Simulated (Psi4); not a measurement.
Psi4 1.11, TPSS/def2-svp: Mo(O)2(Br)(NMe2) (C[N](C)[Mo](=[O])(=[O])[Br]), 13 atoms. The geometry is a generated start, not checked to be a minimum at this level.

```yaml
task: energy
method: tpss
basis: def2-svp
memory: 3 GB
maxiter: 100
keys_of_the_molecule_block: symmetry c1
scf_type: df (default)
e_convergence: 1e-06 (default)
d_convergence: 1e-06 (default)
dft_radial_points: 75 (default)
dft_spherical_points: 302 (default)
effective_core_potentials: those of the basis set, past Kr
basis_functions: 163
grid_points: 277037
```

```xyz
13

Mo     0.5771     1.6581     0.3591
O      2.1538     1.7271    -0.0569
O      0.0043     2.0769     1.8288
Br    -0.6178     2.9444    -1.2306
N     -0.0118    -0.0879     0.0041
C     -1.1096    -0.7456     0.6918
C      0.6665    -1.0222    -0.8784
H     -1.8075    -1.1816    -0.0355
H     -0.7293    -1.5525     1.3340
H     -1.6499    -0.0197     1.3090
H      0.9976    -1.9077    -0.3199
H     -0.0109    -1.3516    -1.6762
H      1.5377    -0.5379    -1.3293
```

Charge 0 and multiplicity 1 are set for this test and not shown to be the ground state.

With the defaults (diis_max_vecs = 10, diis = true, scf_initial_accelerator = adiis, damping_percentage = 0, guess = auto, which took SAD, level_shift = 0, level_shift_cutoff = 0.01, diis_start = 1) it converges in 12 SCF iterations. One run each on 2 threads, with these changes:
- level_shift = 0.1, level_shift_cutoff = 0.001
- guess = sadno
- guess = core
- level_shift = 0.5, level_shift_cutoff = 0.001
- guess = sapgau
- diis_start = 4
- diis_max_vecs = 3
- scf_initial_accelerator = ediis
- diis = false, scf_initial_accelerator = none, damping_percentage = 60

Question: Which of these changes keep the SCF from converging, or lead it to another solution?

Answer: No convergence: diis_max_vecs = 3; diis = false, scf_initial_accelerator = none, damping_percentage = 60 (the run ends without SCF convergence in 100 iterations). The rest reach the solution of the defaults.

| setting | SCF iterations | end |
|---|---|---|
| the defaults | 12 | same solution |
| scf_initial_accelerator = ediis | 12 | same solution |
| level_shift = 0.5, level_shift_cutoff = 0.001 | 12 | same solution |
| level_shift = 0.1, level_shift_cutoff = 0.001 | 12 | same solution |
| guess = sadno | 13 | same solution |
| guess = sapgau | 18 | same solution |
| guess = core | 19 | same solution |
| diis_start = 4 | 21 | same solution |
| diis_max_vecs = 3 | 100 | no convergence |
| diis = false, scf_initial_accelerator = none, damping_percentage = 60 | 100 | no convergence |

1 further run of the study ended by our limits or in an error and is left out.
